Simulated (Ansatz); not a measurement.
Worked calculations on one periodic cell of amorphous Si$_{24}$O$_{50}$Ge: Si24O50Ge, 75 atoms, volume 1106.9 Å³, made by a melt-quench on the CHGNet potential and relaxed with DFT. O atoms were pushed apart under 1.9 Å during the dynamics, to hinder bonds among them. It is a model cell: composition and starting density were chosen by hand, and all elements were melted together. Cycles of charging were run to anneal it. All values below come from PBE, scalar-relativistic without spin-orbit coupling (plane waves to 420 eV, PAW; Ansatz, an electronic-structure program). Sampling: a 2×2×2 Γ-centred mesh; Fermi-Dirac width 0.02 eV; no spin polarisation. Its volume was relaxed, its shape was free, and it stands at a mean pressure of 0.0 GPa with stress components up to 0.0 GPa; the relaxation ran on the zone centre alone. Its density went from a set 2.27 to 2.32 g/cm³. The cell is small and was quenched far faster than a real film, so it is one sample of the glass.

Task: Count formal charges (Si +4, O -2, Ge +4). What does the count lead one to expect at the Fermi level, and what does the calculation give?

Result: 24 × (+4) + 50 × (-2) + 1 × (+4) = 0. The charges balance, so the anion-derived valence states can be full and a gap can open. On this mesh the highest filled and lowest empty level lie 4.81 eV apart, the PBE gap of this cell.

Four energies for an added electron at PBE on the zone centre alone (charged cells in a uniform background, spin-polarised): neutral at the neutral geometry -48000.784 eV; charged at the neutral geometry -47994.617 eV; charged and relaxed -47995.326 eV; neutral at the charged geometry -47999.101 eV.

Task: Find the two relaxation energies and their sum, the reorganisation energy.

Result: On charging: -47994.617 − (-47995.326) = 0.709 eV. On discharging: -47999.101 − (-48000.784) = 1.683 eV. The sum is 2.392 eV. The carrier's level spreads over 5 of the 75 atoms' worth, so it counts as localised, most on one Ge atom with neighbours O 1.76 Å, O 1.77 Å, O 1.78 Å, O 1.78 Å (neutral geometry). The values are uncorrected: the image energy of a point charge in this cell, 2.84 × 14.40 / (2 × 10.3) = 2.0 eV before screening, is screened by electrons alone at the fixed geometry and by ions too after relaxing, and the carrier can be spread before it relaxes, so each term can be off by up to that value times 1/ε∞, some tenths of an eV. PBE's self-interaction favours spread-out carriers, so a hybrid can localise more.
